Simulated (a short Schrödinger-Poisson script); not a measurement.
From a short Schrödinger-Poisson script (our own, NumPy): one-band effective-mass equation with BenDaniel-Duke matching, electrons, heavy and light holes apart, hard walls at the outer ends, one valence edge for both holes (no strain splitting), no charge, excitons, band mixing or non-parabolicity; under a field the levels are quasi-bound states of a box, listed while three quarters of their weight lies within 4 nm of the wells.

Stack: single GaAs/Al0.2Ga0.8As quantum well.

From the first side: 20 nm Al0.2Ga0.8As; 5 nm GaAs; 20 nm Al0.2Ga0.8As.

The device is made up for the run: typed textbook-type constants, with dimensions and the other settings drawn at random. GaAs: direct gap (eV) 1.424, conduction-band edge (eV) 0, electron mass (mₑ) 0.067, heavy-hole mass 0.377, light-hole mass 0.09. Al0.2Ga0.8As: direct gap (eV) 1.673, conduction-band edge (eV) 0.158, electron mass (mₑ) 0.0836, heavy-hole mass 0.397, light-hole mass 0.108.

The valence-band edge of each layer lies one gap below its conduction-band edge. The electron's potential energy rises along the stack by the applied field. Mesh 0.03 nm at interfaces.

Question: Give the shift of e1-hh1 at 37.1 kV/cm (meV); the hh1 − lh1 (meV); the e1-hh1 transition at zero applied field (eV).

Answer: shift of e1-hh1 at 37.1 kV/cm (meV): -1.0; hh1 − lh1 (meV): 22.5; e1-hh1 transition at zero applied field (eV): 1.506. Excitons are left out, and strain enters only through the typed gaps and offsets, so measured lines lie elsewhere.
